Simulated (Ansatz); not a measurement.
The parent structure is Sc in the hcp (Mg type) structure (space group P6_3/mmc, No. 194; a = 3.318 Å, c = 5.186 Å; relaxed with 0.1 eV smearing).

Computed with PBE, PAW, 420 eV (Ansatz, a program for electronic structure; no spin-orbit coupling).

For the base:

```
Quantity    Value
--------  -------
Pressure  0.0 GPa
Band gap     zero
```

The change: the cell is scaled by 0.9800 in all directions, atoms relaxed at fixed cell.

Q: Predict the new energy relative to the base, pressure and band gap.

A: The energy goes up by 16 meV/atom; the pressure (mean of the normal stresses, compression positive) goes from zero to 3.6 GPa; the band gap stays zero.

The cells carry an imposed strain or load. No phonon test of stability was made. All final runs are without spin polarisation.
